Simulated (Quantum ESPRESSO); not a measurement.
Checking a run of Quantum ESPRESSO on ZrCo6Ge6 (P6/mmm, 13 atoms in the cell). The aim is a self-consistent single point with DFT, PBEsol, plane waves, PSlibrary PAW (PBE) pseudopotentials.

Cell that was meant: a = 5.0060 Å, b = 5.0060 Å, c = 7.6492 Å, α = 90.00°, β = 90.00°, γ = 120.00°.

Part of the input:

```fortran
  input_dft = 'pbesol'
/
&electrons
  conv_thr = 1.0d-2
  mixing_beta = 0.3
/
ATOMIC_SPECIES
```

Log, with long lists cut:

```
     file Zr.pbe-spn-kjpaw_psl.1.0.0.UPF: wavefunction(s)  4S 4P renormalized
   [... lines left out ...]
        k(    8) = (   0.2000000   0.3464102   0.2181488), wk =   0.3200000
        k(    9) = (   0.2000000   0.5773503   0.0000000), wk =   0.1600000
        k(   10) = (   0.2000000   0.5773503   0.2181488), wk =   0.3200000

     Dense  grid:   113387 G-vectors     FFT dimensions: (  60,  60,  90)

     Smooth grid:    61749 G-vectors     FFT dimensions: (  45,  45,  72)

     Initial potential from superposition of free atoms

     starting charge      89.9917, renormalised to      90.0000
     Self-consistent Calculation

     iteration #  1     ecut=    55.00 Ry     beta= 0.30

     total energy              =   -2226.22630749 Ry
     estimated scf accuracy    <       3.82816879 Ry

     iteration #  2     ecut=    55.00 Ry     beta= 0.30

     total energy              =   -2226.76471002 Ry
     estimated scf accuracy    <      12.10038956 Ry

     iteration #  3     ecut=    55.00 Ry     beta= 0.30

     total energy              =   -2227.63010535 Ry
     estimated scf accuracy    <       0.45595198 Ry

   [... 3 blocks of this kind left out ...]

     iteration #  7     ecut=    55.00 Ry     beta= 0.30

     total energy              =   -2227.69681465 Ry
     estimated scf accuracy    <       0.01544020 Ry

     iteration #  8     ecut=    55.00 Ry     beta= 0.30
     End of self-consistent calculation

     the Fermi energy is    13.2220 ev

!    total energy              =   -2227.69313774 Ry
     estimated scf accuracy    <       0.00475558 Ry
     smearing contrib. (-TS)   =      -0.00065575 Ry
     internal energy E=F+TS    =   -2227.69248199 Ry

     convergence has been achieved in   8 iterations

     Forces acting on atoms (cartesian axes, Ry/au):

     atom    1 type  1   force =     0.00000000   -0.00000000    0.00000000
     atom    2 type  2   force =    -0.00000000   -0.00000000    0.02154079
     atom    3 type  2   force =     0.00000000    0.00000000   -0.02154079
     atom    4 type  2   force =     0.00000000    0.00000000    0.02154079
   [... lines left out ...]
     Total force =     0.054118     Total SCF correction =     0.125916
   [... lines left out ...]

          total   stress  (Ry/bohr**3)                   (kbar)     P=     -198.67
  -0.00143096  -0.00000000   0.00000000         -210.50       -0.00        0.00
  -0.00000000  -0.00143096  -0.00000000           -0.00     -210.50       -0.00
   0.00000000  -0.00000000  -0.00118961            0.00       -0.00     -175.00

   JOB DONE.
```

Q: Is this run sound? If not, what is wrong?

A: The run is not sound. The fault is a convergence threshold that is too loose. A loop that stops early leaves an energy error of second order in the density error, but errors of first order in forces and stress. To fix it, tighten the threshold. The run converged in 8 iterations without an error; against the sound input the free energy rises by 4.0 meV/atom, the pressure goes from 1.90 to -19.87 GPa and the largest force goes from 0.125 to 0.554 eV/Å. The full log also holds: “SCF correction compared to forces is large: reduce conv_thr to get better values”.

The sound input it was made from differs as follows (other fixes are possible):
```diff
-  conv_thr = 1.0d-2
+  conv_thr = 1.0d-10
```

With that input, the run converged in 17 iterations: free energy E − TS -30309.3612 eV; Fermi level (on the code's own zero) 13.18 eV; pressure 1.90 GPa; largest force (vector length) 0.125 eV/Å (DFT, PBEsol, plane waves, PSlibrary PAW (PBE) pseudopotentials).

On the sound input: the starting cell comes from a database of computed structures (which also holds hypothetical and non-ambient phases and stackings), without a prior relaxation at this level. Its lattice was rescaled by a random factor within 2.5 % of one. Spin polarisation is off.
